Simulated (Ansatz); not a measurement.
The reference is MgO in the rock salt structure (space group Fm-3m, No. 225).

```cif
data_MgO
_chemical_formula_sum 'O1 Mg1'
_space_group_name_H-M_alt 'P 1'
_space_group_IT_number 1
_cell_length_a 3.00835
_cell_length_b 3.00835
_cell_length_c 3.00835
_cell_angle_alpha 60.000
_cell_angle_beta 60.000
_cell_angle_gamma 60.000
loop_
_space_group_symop_operation_xyz
  'x, y, z'
loop_
_atom_site_label
_atom_site_type_symbol
_atom_site_fract_x
_atom_site_fract_y
_atom_site_fract_z
_atom_site_occupancy
O1 O 0.00000 0.00000 0.00000 1
Mg1 Mg 0.50000 0.50000 0.50000 1
```

The values are results of PBE (Ansatz, a program for electronic structure; PAW; 420 eV plane waves; no spin-orbit coupling), earlier PAW set, not measurements.

Carriers are added at fixed cell with a uniform background; the Fermi–Dirac width is that of 300 K.

One change was made to it. Results:

```tsv
quantity	base	after
gap between the host's bands	4.46 eV	4.24 eV
gap character	direct at Γ	direct at Γ
Fermi level relative to the doped band's edge (positive inside the band; to 0.05 eV)	–	+2.75 eV
```

Problem. Which of these changes matches the shifts?
A) holes 1.0×10^22 cm⁻³
B) holes 2.0×10^22 cm⁻³
C) electrons 2.0×10^22 cm⁻³
D) electrons 1.0×10^22 cm⁻³

Solution. D, electrons 1.0×10^22 cm⁻³. For comparison, the Fermi level from band edge in the other runs: holes 2.0×10^22 cm⁻³ gives +0.40 eV; electrons 2.0×10^22 cm⁻³ gives +3.45 eV; holes 1.0×10^22 cm⁻³ gives +0.25 eV.

Carriers are added with a uniform compensating background; total energy and stress of such cells depend on the potential's zero and are not compared; many-body gap narrowing is missing at this level. Stability against distortions was not tested.
